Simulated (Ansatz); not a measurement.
Base system: a 24-atom supercell of TaC in the rock salt structure (space group Fm-3m, No. 225) at its relaxed geometry.

```
TaC
1.0
    0.00000     4.44002     4.44002
    4.44002    -4.44002     4.44002
    4.44002     4.44002     0.00000
C Ta
12 12
Direct
  0.00000   0.00000   0.00000
  0.00000   0.00000   0.50000
  0.16667   0.33333   0.16667
  0.16667   0.33333   0.66667
  0.33333   0.66667   0.33333
  0.33333   0.66667   0.83333
  0.50000   0.00000   0.00000
  0.50000   0.00000   0.50000
  0.66667   0.33333   0.16667
  0.66667   0.33333   0.66667
  0.83333   0.66667   0.33333
  0.83333   0.66667   0.83333
  0.33333   0.16667   0.33333
  0.33333   0.16667   0.83333
  0.50000   0.50000   0.50000
  0.50000   0.50000   0.00000
  0.66667   0.83333   0.66667
  0.66667   0.83333   0.16667
  0.83333   0.16667   0.33333
  0.83333   0.16667   0.83333
  0.00000   0.50000   0.50000
  0.00000   0.50000   0.00000
  0.16667   0.83333   0.66667
  0.16667   0.83333   0.16667
```

Method: PBEsol/PAW in Ansatz (a first-principles code), scalar-relativistic without spin-orbit coupling, earlier PAW set.

Before the change:

- Mean distance from the defect site to its nearest host atoms: 222 pm
- Pressure: -0.1 GPa

Perturbation: one C atom is replaced by Ge, atoms relaxed at fixed cell, starting from a slightly rattled geometry.

Tabulated Pauling electronegativity and covalent radius: C 2.55, 0.76 Å; Ge 2.01, 1.20 Å.

### Question
What happens to the mean distance from the defect site to its nearest host atoms, largest displacement of a host atom from its site in the perfect cell and pressure?

### Answer
The mean distance from the defect site to its nearest host atoms increases by 17 pm, from 222 pm to 239 pm; the largest displacement of a host atom from its site in the perfect cell is 0.17 Å; the pressure rises by 16.1 GPa (-0.1 GPa → 16.0 GPa).

In so small a cell the defect repeats every few ångströms: this is an ordered compound, not a dilute defect. All final runs are without spin polarisation. An odd electron count without spin: TaC. The defect cell is not spin-polarised.
